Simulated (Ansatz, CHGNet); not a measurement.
For AlB2-type ZrB2, the machine-learned potential CHGNet-r²SCAN (trained on r²SCAN data) gives:

lattice constant a: 3.167 Å
c axis length: 3.553 Å

### Question
What does r²SCAN+rVV10 (PAW; Ansatz, a quantum-chemistry and plane-wave program) give for the same quantities?

### Answer

- lattice constant a: 3.164 Å (decreases by 0.1 %)
- lattice parameter c: 3.544 Å (drops by 0.3 %)

For comparison: lattice constant a 3.17 Å (measured, room temperature, not corrected to a static lattice; as tabulated in Zhang et al. (2020), arXiv:1911.03307); lattice parameter c 3.532 Å (measured, room temperature, not corrected to a static lattice; as tabulated in Zhang et al. (2020), arXiv:1911.03307).

Changes are worked out from the printed values.

Unless a cell is named, each level is at its own relaxed cell (CHGNet-r²SCAN 10.29, r²SCAN+rVV10 10.24 Å³/atom).

Ansatz's density-functional and Hartree–Fock values are scalar-relativistic unless marked +SOC, with PAW data made under PBE.
